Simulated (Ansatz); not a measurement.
**ZnS: response to strain**

The reference is ZnS in the wurtzite structure (space group P6_3mc, No. 186; a = 3.782 Å, c = 6.208 Å). Axes: x lies along a and z along c of the hexagonal cell.

Strains are applied to the cell and any free atomic positions relax; under biaxial strain the out-of-plane vector relaxes too.

The values are results of Ansatz (an electronic-structure program) PBEsol, scalar-relativistic without spin-orbit coupling, not measurements.

```tsv
case	band gap	shortest interatomic distance
base	2.15 eV	2.319 Å
biaxial strain −3.00 %, plane normal [001], relaxed out of plane	2.11 eV	2.285 Å
biaxial strain −2.40 %, plane normal [001], relaxed out of plane	?	2.292 Å
biaxial strain −1.80 %, plane normal [001], relaxed out of plane	2.15 eV	?
biaxial strain −1.20 %, plane normal [001], relaxed out of plane	2.16 eV	2.305 Å
biaxial strain −0.60 %, plane normal [001], relaxed out of plane	2.16 eV	?
```

Q: Some entries are withheld; estimate them.

A: 
- biaxial strain −2.40 %, plane normal [001], relaxed out of plane, band gap: 2.13 eV
- biaxial strain −1.80 %, plane normal [001], relaxed out of plane, shortest interatomic distance: 2.298 Å
- biaxial strain −0.60 %, plane normal [001], relaxed out of plane, shortest interatomic distance: 2.312 Å

Stability against distortions was not tested.
